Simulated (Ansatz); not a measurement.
Al (Fm-3m), PBEsol, DFPT electron-phonon coupling, linearised Boltzmann equation in Ansatz (an electronic-structure program): Condition of this run: hydrostatic pressure -4 GPa (the target of the relaxation). phonon-limited resistivity 2.78 μΩ·cm at 300 K, 3.84 μΩ·cm at 400 K, current-weighted mean free path 19.1 nm, Drude plasma energy 12.47 eV.

What Drude relaxation time do resistivity and plasma energy imply?

ω_p = 1.89e16 s⁻¹, so τ = 1/(ε₀ ω_p² ρ) = 11.3 fs, a damping ħ/τ of 58.2 meV.

What temperature coefficient of resistance follows, and how does it compare with 1/T?

(ρ₄₀₀ − ρ₃₀₀)/(100 K × ρ₃₀₀) = 3.81×10⁻³ K⁻¹, against 1/T = 3.33×10⁻³ K⁻¹ for a resistivity proportional to T. It lies higher because phonons are still being populated at 300 K; impurities would add a constant and lower it.

What is the classical skin depth at 100 GHz (nonmagnetic, μ₀ = 1.257×10⁻⁶ H/m)?

δ = √(ρ/(π f μ₀)) = 265 nm.

A metal at this level (no band gap). Only scattering by harmonic phonons is included (no impurities, grain boundaries, electron-electron scattering or thermal expansion). Spin-orbit coupling is left out. The squared frequency of the phonon mode least converged on the k mesh is uncertain by about 11 %. The run warned that the eigensolver left some states short of its tolerance. Halving the electron mesh (36x36x36) moves the resistivity by up to 1 % at 300 K, the mean free path by up to 2 %. Smearing 0.20 eV; phonons on a 6x6x6 q mesh, which this run doesn't test.
